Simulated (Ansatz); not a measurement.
K2NaInF6, pressure series

Start from K$_{2}$NaInF$_{6}$ (space group Fm-3m, No. 225; a cell from a computed database, its experimental status unchecked).

```yaml
crystal:
  lattice:
    - [0.00000, 4.29067, 4.29067]
    - [4.29067, 0.00000, 4.29067]
    - [4.29067, 4.29067, 0.00000]
  atoms:
    - { symbol: K, position: [0.75000, 0.75000, 0.75000] }
    - { symbol: K, position: [0.25000, 0.25000, 0.25000] }
    - { symbol: Na, position: [0.50000, 0.50000, 0.50000] }
    - { symbol: In, position: [0.00000, 0.00000, 0.00000] }
    - { symbol: F, position: [0.75865, 0.24135, 0.24135] }
    - { symbol: F, position: [0.24135, 0.75865, 0.75865] }
    - { symbol: F, position: [0.24135, 0.75865, 0.24135] }
    - { symbol: F, position: [0.75865, 0.24135, 0.75865] }
    - { symbol: F, position: [0.24135, 0.24135, 0.75865] }
    - { symbol: F, position: [0.75865, 0.75865, 0.24135] }
```

Cell and atoms are relaxed at each pressure.

Method: PBEsol in Ansatz (plane waves to 420 eV, PAW, spin-orbit coupling left out).

| pressure (GPa) | volume per atom (Å³/atom) |
|---|---|
| -2 | 16.712 |
| -1 | 16.210 |
| 0 | 15.798 |
| 1.8 | 15.189 |
| 9 | ? |
| 18 | 12.532 |
| 30 | 11.566 |
| 45 | 10.744 |
| 60 | 10.143 |

Fit the third-order Birch–Murnaghan form P(V) = (3B₀/2)[(V₀/V)^(7/3) − (V₀/V)^(5/3)]·[1 + (3/4)(B₀′ − 4)((V₀/V)^(2/3) − 1)] (squares taken in P) to the rows shown and predict the withheld row.

Least squares on the printed values gives V₀ = 15.802 Å³/atom, B₀ = 42.6 GPa, B₀′ = 5.2; this predicts 13.669 Å³/atom, and the run gives 13.649 Å³/atom, 0.020 lower.

Load acts through the strain it causes; cell and atoms are relaxed under it. Stability against distortions was not tested. No other phases were tried under pressure.

Ansatz is an electronic-structure program.
